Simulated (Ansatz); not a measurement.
A computed series for hypothetical zinc blende ScAs: response to strain

The reference is ScAs in the zinc blende structure (space group F-43m, No. 216; a = 6.039 Å; a hypothetical phase, not in the database extracts checked).

Strains are applied to the cell and any free atomic positions relax.

Method: plane-wave PAW DFT at the PBEsol level (Ansatz, a quantum-chemistry and plane-wave program, 420 eV), no spin-orbit coupling.

```tsv
isotropic strain (%)	band gap (eV)
-4.18	1.33
0	1.48
0.48	1.50
0.68	?
3.35	1.55
```

Task: Fit E_g = E₀ + Dε (ε in %) to the rows shown and predict the withheld row.

Result: Least squares on the printed values gives E₀ = 1.47 eV, D = 30.0 meV per % of strain (largest residual 0.02 eV); this predicts 1.49 eV, and the run gives 1.50 eV, in agreement.

Whether these cells are dynamically stable was not tested. The final runs are not spin-polarised.
